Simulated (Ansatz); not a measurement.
Reference: ZnS (F-43m), r2SCAN with spin-orbit coupling, rigid bands (plane waves, PAW; Ansatz, a program for electronic structure); axes and stresses refer to this cell.

```yaml
crystal:
  lattice:
    - [0.00000, 2.69454, 2.69454]
    - [2.69454, 0.00000, 2.69454]
    - [2.69454, 2.69454, 0.00000]
  atoms:
    - { symbol: Zn, position: [0.00000, 0.00000, 0.00000] }
    - { symbol: S, position: [0.25000, 0.25000, 0.25000] }
```

* **band gap**: 2.69 eV
* **hole conductivity mass**: 0.87 mₑ
* **electron conductivity mass**: 0.20 mₑ

```json
[
 {"Change": "hydrostatic pressure -2 GPa", "band gap": "2.56 eV", "hole conductivity mass": "0.90 mₑ", "electron conductivity mass": "___"},
 {"Change": "hydrostatic pressure 10 GPa", "band gap": "3.17 eV", "hole conductivity mass": "___", "electron conductivity mass": "0.22 mₑ"},
 {"Change": "hydrostatic pressure 2 GPa", "band gap": "2.80 eV", "hole conductivity mass": "___", "electron conductivity mass": "0.21 mₑ"},
 {"Change": "hydrostatic pressure 5 GPa", "band gap": "2.95 eV", "hole conductivity mass": "___", "electron conductivity mass": "0.21 mₑ"}
]
```

Task: What belongs in the gaps?

Result: 
- hydrostatic pressure -2 GPa, electron conductivity mass: 0.20 mₑ
- hydrostatic pressure 10 GPa, hole conductivity mass: 0.77 mₑ
- hydrostatic pressure 2 GPa, hole conductivity mass: 0.84 mₑ
- hydrostatic pressure 5 GPa, hole conductivity mass: 0.81 mₑ

Masses are for dilute carriers at 300 K, harmonic means over directions unless an axis is named. Stresses and pressures are the targets of the relaxation.  The structure type is held under load, also where the real crystal would transform.
